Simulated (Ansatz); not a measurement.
The starting structures come from a database of crystals and need not be the phases stable at ambient conditions.

Inside the gap of an insulator the Bloch states are evanescent, with a wavenumber k + iκ along the transport direction.

Input:

```
CELL_PARAMETERS angstrom
      6.37467     0.00000     0.00000
     -1.38746     9.90584     0.00000
      2.34283    -2.68720     4.14242
ATOMIC_POSITIONS crystal
  Na 0.32880 0.07170 0.40730
  Na 0.67120 0.92830 0.59270
  Na 0.44360 0.34560 0.12380
  Na 0.55640 0.65440 0.87620
  Na 0.00000 0.50000 0.00000
  Zr 0.14720 0.75470 0.68110
  Zr 0.85280 0.24530 0.31890
  F  0.63460 0.14290 0.08630
  F  0.36540 0.85710 0.91370
  F  0.36540 0.85710 0.43510
  F  0.63460 0.14290 0.56490
  F  0.12560 0.25070 0.42790
  F  0.87440 0.74930 0.57210
  F  0.87440 0.74930 0.05210
  F  0.12560 0.25070 0.94790
  F  0.26840 0.56780 0.20540
  F  0.73160 0.43220 0.79460
  F  0.73160 0.43220 0.33820
  F  0.26840 0.56780 0.66180
  F  0.00000 0.00000 0.00000
```

Space group of this cell: C2/m. The cell is taken as given.

Transport runs along the normal of the first two printed cell vectors.

The gap is the functional's own, uncorrected, and κ follows it; spin-orbit coupling is left out. Mid-gap values are interpolated between the computed energies.

### Question
Estimate the band gap and the smallest decay constant κ at mid-gap that Ansatz (a first-principles code) with r2SCAN returns for this system.

### Answer
Gap 7.01 eV on a 8×8×8 mesh; κ = 0.622 1/Å, at the zone centre.
